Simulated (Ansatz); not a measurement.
Rutile ZnF₂: PBE at its full settings (plane-wave cutoff 520 eV, 8×8×12 k mesh (along the axes of the cell as run), Fermi–Dirac smearing 0.01 eV, scalar-relativistic PAW data made under PBE) and at cheaper ones, in a cell of 6 atoms with Γ-centred meshes.

```tsv
level and setting	lattice constant a (Å)	lattice parameter c (Å)	bulk modulus (GPa)
PBE (Ansatz)	4.802	3.174	92.7
PBE (2×2×2 k mesh) (Ansatz)	4.750	3.240	97.7
PBE (4×4×4 k mesh) (Ansatz)	4.801	3.175	92.8
PBE (6×6×6 k mesh) (Ansatz)	4.802	3.174	92.7
PBE (Fermi-Dirac smearing of 0.3 eV) (Ansatz)	4.802	3.174	92.7
```

Largest shifts from the full settings: lattice constant a -1.08 % (PBE (2×2×2 k mesh)), against a difference of +2.08 % of the full result from the reference 4.704 Å (measured, room temperature, no zero-point or thermal correction; as tabulated in Kurzydłowski et al. (2020), arXiv:1912.01850); lattice parameter c +2.08 % (PBE (2×2×2 k mesh)), against a difference of +1.28 % of the full result from the reference 3.134 Å (measured, room temperature, not corrected to a static lattice; as tabulated in Kurzydłowski et al. (2020), arXiv:1912.01850); bulk modulus +5.4 % (PBE (2×2×2 k mesh)).

The full settings aren't shown to be converged themselves.

Ansatz's density-functional and Hartree–Fock values are scalar-relativistic unless marked +SOC, with PAW data made under PBE.

Run with cheap settings on purpose, which may leave them unconverged: PBE (2×2×2 k mesh), PBE (4×4×4 k mesh), PBE (6×6×6 k mesh), PBE (Fermi-Dirac smearing of 0.3 eV).

Ansatz is a program for electronic structure.
